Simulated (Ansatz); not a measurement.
Base system: GaSb in the zinc blende structure (space group F-43m, No. 216; a = 6.1324 Å). Axes: x, y, z lie along the cube axes.

Level of theory: r2SCAN (Ansatz, a program for electronic structure), no spin-orbit coupling.

For the base:

- Band gap = 0.41 eV
- Valence-band top at Γ = 0.00, 0.00, 0.00 eV

It is then changed as follows: compressive biaxial strain of 0.50 % in the plane normal to [001], as in epitaxy on a mismatched substrate; the out-of-plane cell vector and the atoms relax.

### Question
Estimate the effect on the band gap.

### Answer
The band gap goes up by 0.023 eV (0.41 eV → 0.44 eV).

### Question
Estimate the effect on the energy relative to the base.

### Answer
The energy goes up by 0.4 meV/atom.

### Question
What does the calculation give for the valence-band top at Γ after the change?

### Answer
The valence-band top at Γ (three highest levels, from the VBM) goes from 0.00, 0.00, 0.00 eV to 0.00, 0.00, -0.06 eV.

With Sb present, leaving out spin-orbit coupling can change the band edges. No phonon test of stability was made.
